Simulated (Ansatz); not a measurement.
A periodic model of amorphous Ti$_{20}$O$_{41}$Sr:

```xyz
62
Lattice="9.0206 -0.2379 -0.0272 -0.2379 9.1466 0.0704 -0.0272 0.0704 9.6034" Properties=species:S:1:pos:R:3 pbc="T T T"
Ti     0.5754     6.3926     3.4153
Ti     2.0957     2.0035     9.0201
Ti     6.0755     4.5086     3.0585
Ti     7.0998     3.1516     0.0442
Ti     2.5474     3.6115     3.8449
Ti     2.6008     5.9788     6.3673
Ti    -0.1254     6.3557     8.7150
Ti     0.2686     1.2621     6.7164
Ti     1.4919     7.9619     1.0251
Ti     4.9765     7.4589     4.5481
Ti     8.2870     7.4428     5.7514
Ti     4.3221     8.9193     0.5730
Ti     4.8361     1.6480     3.3312
Ti     7.3248     8.5786     2.5928
Ti     6.1598     5.2598     6.6797
Ti     2.9973     0.5010     5.6531
Ti     7.6257     8.7372     9.1715
Ti     8.3254     2.5290     3.8204
Ti     5.2143     1.8687     7.7196
Ti     0.5041     4.1429     1.4709
O      8.1741     2.5673     1.4236
O      1.9102     3.4652     0.4956
O      3.3308     7.7622     5.4988
O      3.0250     1.4850     4.1168
O      8.0762     5.9551     6.8878
O      2.5220     0.5533     0.4960
O      4.2508     3.5913     3.1823
O      8.5098     4.2999     9.2609
O      3.2817     7.3679     0.7522
O      5.2078     6.1651     3.2642
O      3.8328     2.7004     8.5466
O      8.6859     2.3944     5.6193
O      0.5245     8.0941     8.8431
O      5.9993     4.2202     1.1758
O      6.4281     2.6115     3.5457
O      7.7418     8.8342     7.0946
O      8.1387     0.7233     3.5513
O      6.1268     8.5321     1.0479
O      0.8881     6.4797     5.1843
O      2.5537     4.3484     5.4746
O      4.3340     5.7517     7.0670
O      1.4873     7.8733     2.8464
O      1.8548     5.0693     2.8700
O      0.5594     6.1933     1.0465
O      5.3849     8.9874     3.6807
O      1.0048     2.8334     3.0872
O      4.7129     1.2889     6.0397
O      7.2185     6.9688     9.0382
O      2.1911     1.4927     7.0084
O      4.6627     0.1033     8.3794
O      8.1509     4.5518     3.1057
O      0.2983     1.6559     8.5637
O      4.6802     1.3439     1.6325
O      6.1367     3.7511     7.8702
O      0.7465     9.0031     5.6794
O      6.2745     7.2133     5.7565
O      1.7018     5.8673     7.8765
O      6.1417     4.5786     5.1252
O      6.7361     1.4844     8.8820
O      7.9403     7.2183     3.7605
O      8.5992     8.6921     1.2630
Sr     3.8521     5.0815     9.5150
```

The numbers are results of PBE, scalar-relativistic without spin-orbit coupling (plane waves to 420 eV, PAW; Ansatz, a first-principles code), not measurements.

The cell was made by melting and quenching with the CHGNet potential and then relaxed with DFT. O atoms were pushed apart under 1.9 Å during the dynamics, to hinder bonds among them. The hot cell started wider than the set density and was brought back towards it in steps. It is the lowest in DFT energy of 2 quenches. It is a model cell: composition and starting density were chosen by hand, and all elements were melted together. No dispersion term was used. Its density started from a set value of 3.67 and ended at 3.57 g/cm³. The simulated quench (nominally 240 K/ps over its main leg) is rapid and tends to freeze in more defects than a deposited or slowly cooled glass has. One small periodic cell is one sample of the glass; other quenches scatter about these values. Volume and shape were free in the relaxation. On a 2×2×2 Γ-centred mesh force components of up to 0.14 eV/Å stay, since the relaxation ran on the zone centre alone.

Bonds are counted up to Ti-Ti 3.12 Å, Ti-O 2.54 Å, Ti-Sr 3.65 Å, O-O 1.58 Å, O-Sr 3.13 Å, Sr-Sr 4.18 Å. Two cations that share two anions don't count as bonded, nor two that share one unless they lie closer than Ti-Ti 3.04 Å, Ti-Sr 3.55 Å, Sr-Sr 4.07 Å.

Give the coordination numbers, mean bond lengths and angles.


| Property | Result |
|---|---|
| Mean coordination of Ti by anions | 5.45 (1 with 4, 11 with 5, 6 with 6, 2 with 7) |
| Mean coordination of O | 2.83 (10 with 2, 28 with 3, 3 with 4) |
| Mean coordination of Sr by anions | 7.00 (1 with 7) |
| Mean Ti-O bond | 1.968 Å (spread 0.144 Å, 109 counted) |
| Mean O-Sr bond | 2.688 Å (spread 0.192 Å, 7 counted) |
| Bond angle at Ti | mean 104.6°, spread 27.3° |
| Bond angle at O | mean 116.1°, spread 18.7° |
| Bond angle at Sr | mean 98.3°, spread 32.7° |

List the pairs of like atoms that count as bonded by the rules above.

There are none by these rules.
